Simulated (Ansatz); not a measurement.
BeAlNS (model structure, started from the AlSiCN type, P3m1, No. 156, 4 atoms in the cell), treated with PBE (plane waves, PAW; Ansatz, an electronic-structure program).

Numerical settings: plane-wave cutoff 520 eV, 12×12×6 k mesh (along the axes of the cell as run), Fermi–Dirac smearing 0.01 eV, scalar-relativistic PAW data made under PBE.

Cell (relaxed with PBEsol):

```
CELL_PARAMETERS angstrom
      3.23461     0.00000     0.00000
     -1.61730     2.80125     0.00000
      0.00000     0.00000     5.34678
ATOMIC_POSITIONS crystal
  Al 0.33333 0.66667 0.55273
  Be 0.66667 0.33333 0.95075
  S  0.33333 0.66667 0.11221
  N  0.66667 0.33333 0.63431
```

Question: Predict the band gap.

Answer: 
band gap: 2.57 eV (direct)

Note: the relaxation could raise the start's symmetry but not lower it, so the cell can be a saddle point; cell and atoms aren't relaxed at this level (largest force component 0.03 eV/Å, pressure 2.9 GPa).

Static lattice: no zero-point or thermal effects.

A model structure was made by putting elements into a prototype or built by hand; it is no filed structure, need not be a known phase, and can be a saddle point held by its symmetry.
